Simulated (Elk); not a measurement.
Band structure of GaPt (P2_13, 8 atoms in the cell).

```yaml
crystal:
  lattice:
    - [4.89923, 0.00000, 0.00000]
    - [0.00000, 4.89923, 0.00000]
    - [0.00000, 0.00000, 4.89923]
  atoms:
    - { symbol: Ga, position: [0.09298, 0.09298, 0.09298] }
    - { symbol: Ga, position: [0.40702, 0.90702, 0.59298] }
    - { symbol: Ga, position: [0.59298, 0.40702, 0.90702] }
    - { symbol: Ga, position: [0.90702, 0.59298, 0.40702] }
    - { symbol: Pt, position: [0.39943, 0.39943, 0.39943] }
    - { symbol: Pt, position: [0.10057, 0.60057, 0.89943] }
    - { symbol: Pt, position: [0.89943, 0.10057, 0.60057] }
    - { symbol: Pt, position: [0.60057, 0.89943, 0.10057] }
```

Computed with PBEsol, all-electron FP-LAPW, Elk's shipped species files, default APW+lo basis (Elk).

Settings: xctype = 22; stype = 0; swidth = 0.00734986 Ha; ngridk = 5 5 5; rmtscf = 0.88; maxscl = 100.

The starting cell comes from a database of computed structures (which also holds hypothetical and non-ambient phases and stackings), without a prior relaxation at this level. Its lattice was rescaled by a random factor within 2.5 % of one. Spin-orbit coupling is off. Spin polarisation is off. Values depend on the basis (sphere radii, cutoffs, local orbitals), which need not be converged.

Levels in eV from the Fermi level, bands 83 to 90:
| point | 83 | 84 | 85 | 86 | 87 | 88 | 89 | 90 |
|---|---|---|---|---|---|---|---|---|
| Γ | -1.51 | -1.51 | -0.21 | -0.21 | -0.21 | 3.24 | 3.24 | 3.24 |
| X | -1.50 | -1.50 | -0.68 | -0.68 | 1.29 | 1.29 | 1.98 | 1.98 |
| M | -2.07 | -2.07 | 0.33 | 0.33 | 0.81 | 0.81 | 2.56 | 2.56 |
| R | -2.31 | -2.31 | -0.86 | -0.86 | -0.86 | -0.86 | 5.61 | 5.61 |

Bands cross the Fermi level along this path, so the cell is metallic at this level.
